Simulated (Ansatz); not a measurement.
# NaI: band gap against pressure

NaI (rock salt, Fm-3m, 32.800 Å³/atom and stress up to 0.01 GPa in the relaxed cell, cube axes along x, y and z) under hydrostatic pressure, with the cell free. PBEsol in Ansatz, a plane-wave DFT program (PAW, default set), 420 eV, 9×9×9 Γ-centred mesh, Fermi-Dirac smearing 0.05 eV; ions are relaxed, or left where forces stay under 0.02 eV/Å, within the symmetry of each cell. Gaps are the smallest over the k-mesh and a band path, without spin-orbit coupling; in all rows the valence edge lies at Γ and the conduction edge at Γ.

Here P stands for pressure and Eg for gap.

```
pressure (GPa)  gap (eV)
--------------  --------
-1.0               3.422
0.0                3.596
0.3                3.641
0.7                3.699
1.5                    ?
```

Taking a straight line for Eg over the 4 complete rows: Means: P 0, Eg 3.5895. About the means, the sum of products is 0.25960 and the sum of squares of P is 1.5800; the slope is their ratio. Least squares gives Eg = 3.5895 + 0.16430·P. Residuals (row less fit): -0.0032, 0.0065, 0.0022, -0.0055; standard error 0.0066 (degrees of freedom: 2). Over these rows the gap moves by 164 ± 5 meV per GPa.

Estimate the missing Eg (P = 1.5); what did the run itself give?

Eg = 3.5895 + 0.16430 × 1.5 = 3.8359 eV. The calculation gives 3.807 eV, 0.0289 eV below the prediction (7.5 % of the range of Eg in the table). The row lies outside the fitted rows, so this is an extrapolation. From the scatter of the fitted rows alone, a prediction at this place has a standard error of 0.0108 eV, so the miss is 2.7 times that.

A polynomial of degree 2 through the 5 other runs of the series gives 3.782 there. Other structures, which can take over under pressure, weren't tried. Spin-orbit coupling is left out, which can shift this property for NaI. Rows are the converged runs of the series near zero and its far end, less any whose ions stayed unrelaxed beside relaxed ones; series whose fitted rows scatter by over a few per cent of the range, as at a crossing or softening among them, aren't shown in this form. Most that stay on the fit to the last digits aren't either.
